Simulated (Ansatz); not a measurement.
fcc Pd (1 1 1) on zinc-blende InSb (1 1 1) (film strained to the substrate, started from cuts of the bulks and a machine-learned relaxation; slabs In4Sb4 and Pd12, which can lie off the formulas)

A periodic stack without vacuum, fcc Pd (1 1 1) on zinc-blende InSb (1 1 1) (film strained to the substrate, started from cuts of the bulks and a machine-learned relaxation; slabs In4Sb4 and Pd12, which can lie off the formulas): substrate slab In4Sb4, film Pd12, surface cells [[0, -1], [1, -1]] and [[1, -2], [2, -1]], film strained by -2.8 and -2.8 %, outermost planes In/Sb and Pd/Pd as cut, which need not be the usual terminations and can put a slab off its formula.

The start was prepared with a machine-learned potential, and the result is one local minimum, with the in-plane cell held and forces under 0.04 eV/Å; the film can end far from its bulk form.

Level of theory: PBE (plane waves to 420 eV, PAW; Ansatz, a first-principles code). No spin–orbit coupling; the runs are not spin-polarised. Its k-point mesh 8×8×1, Fermi–Dirac width 0.05 eV.

The interface area is 19.1 Å² and the period is 24.19 Å. The heights between the nearest atoms of the two slabs at the two interfaces is 1.47 and 2.26 Å and the In–Pd contacts across the interfaces within 1.22 times the sum of covalent radii is 4, mean 2.81 Å. The Pd–Sb contacts across the interfaces within 1.22 times the sum of covalent radii is 4, mean 2.71 Å.

```
CELL_PARAMETERS angstrom
      4.69129     0.00005    -0.14409
      2.34581     4.06465    -0.06577
     -1.52487    -0.64116    24.24437
ATOMIC_POSITIONS crystal
  In 0.13879 0.36784 0.04702
  In 0.55022 0.71666 0.20623
  In 0.95557 0.06569 0.36500
  In 0.26209 0.46903 0.52456
  Sb 0.48806 0.70664 0.08586
  Sb 0.89971 0.05589 0.24606
  Sb 0.30444 0.40564 0.40558
  Sb 0.62703 0.80267 0.57219
  Pd 0.30815 0.99182 0.66442
  Pd 0.63161 0.31985 0.63309
  Pd 0.98809 0.65286 0.66582
  Pd 0.00995 0.33484 0.75778
  Pd 0.35171 0.66629 0.75921
  Pd 0.68038 0.00682 0.75861
  Pd 0.72143 0.68305 0.85583
  Pd 0.05256 0.01764 0.85547
  Pd 0.38624 0.34963 0.85539
  Pd 0.43101 0.02725 0.95295
  Pd 0.75648 0.36423 0.95335
  Pd 0.09387 0.70157 0.95366
```
